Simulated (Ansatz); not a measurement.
## Amorphous Si₃₆Ge₁₂

Preparation: random packing, a CHGNet melt and quench, and a DFT relaxation. The hot cell started wider than the set density and was brought back towards it in steps. It is the lowest in DFT energy of 2 quenches. It is a model cell: composition and starting density were chosen by hand, and all elements were melted together. No dispersion term was used.

Calculation: PBE, scalar-relativistic without spin-orbit coupling (plane waves to 420 eV, PAW; Ansatz, an electronic-structure program). Geometry, pressure, stress and energy are those of the PBE run. Its sampling: a 2×2×2 Γ-centred mesh; Fermi-Dirac width 0.05 eV; no spin polarisation. The levels at the Fermi energy are partly filled. A closed spacing in one fast-quenched cell at PBE doesn't show the material to be a metal.

The number of atoms in the cell is 48. The density (held, not predicted) comes out as 2.93 g/cm³ and the volume per atom is 22.23 Å³. The pressure on a 2×2×2 Γ-centred mesh comes out as -2.39 GPa and the largest force and stress component on that mesh (the relaxation ran on one k-point at (1/4, 1/4, 1/4)) comes out as 0.24 eV/Å and 3.0 GPa. The energy relative to silicon + germanium (lowest mix at this level among the phases computed, not always the ambient ones) comes out as 0.310 eV/atom. The gap on a 2×2×2 Γ-centred mesh (PBE) is within the smearing (under twice its width).

Cut-offs for bonds: Si-Si 2.72 Å, Si-Ge 2.80 Å, Ge-Ge 2.85 Å.

| Quantity | Value |
|---|---|
| Mean coordination of Si | 3.97 (2 with 3, 33 with 4, 1 with 5) |
| Mean coordination of Ge | 3.92 (1 with 3, 11 with 4) |
| Mean Si-Si bond | 2.405 Å (spread 0.056 Å, 56 counted) |
| Mean Si-Ge bond | 2.507 Å (spread 0.100 Å, 31 counted) |

Its density started from a set value of 2.93 g/cm³. The simulated quench (nominally 52 K/ps over its main leg) is rapid and tends to freeze in more defects than a deposited or slowly cooled glass has. One small periodic cell is one sample of the glass; other quenches scatter about these values. The volume was held where the preparation left it, at a PBE pressure of -2.4 GPa (tension). Stress components on the final sampling reach 3.0 GPa. On a 2×2×2 Γ-centred mesh force components of up to 0.24 eV/Å stay, since the relaxation ran on one k-point at (1/4, 1/4, 1/4).
